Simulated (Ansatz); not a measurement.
The reference is BaTiO3 (space group Amm2, No. 38).

```
BaTiO3
1.0
    3.96407     0.00000     0.00000
    0.00000     2.85795     2.87403
    0.00000    -2.85795     2.87403
Ba Ti O
1 1 3
Direct
  0.00000   0.00499   0.00499
  0.50000   0.52050   0.52050
  0.50000   0.97681   0.49063
  0.50000   0.49063   0.97681
  0.00000   0.48697   0.48697
```

Cartesian axes are those of the cell as printed.

Calculations: r2SCAN (Ansatz, a quantum-chemistry and plane-wave program), spin-orbit coupling left out, earlier PAW set.

Before the change:

The band gap comes out as 2.66 eV. The smallest direct gap is 3.09 eV and the hole mass comes out as 0.91 mₑ along a, 1.6 mₑ along b, 2.4 mₑ along c (at T).

One thing is altered: uniaxial stress, 3 GPa tension along x; all other stress components relax to zero.

Problem. Estimate the effect on the band gap.

Solution. The band gap shrinks by 0.08 eV to 2.58 eV.

Problem. What happens to the smallest direct gap?

Solution. The smallest direct gap drops by 0.13 eV, from 3.09 eV to 2.96 eV.

Problem. What does the calculation give for the strain response after the change?

Solution. The strain response (xx, yy, zz) comes out as (+1.48, −0.55, −0.64) %.

Problem. What does the calculation give for the hole mass after the change?

Solution. The hole mass goes from 0.91 mₑ along a, 1.6 mₑ along b, 2.4 mₑ along c (at T) to 0.93 mₑ along x, 1.4 mₑ along y, 2.8 mₑ along z (at T).

Effective masses come from finite differences of ±0.01 Å⁻¹. Beyond what the load breaks, stability against distortions was not tested. All final runs are without spin polarisation. This is not the structure that BaTiO3 has at room temperature and ambient pressure.
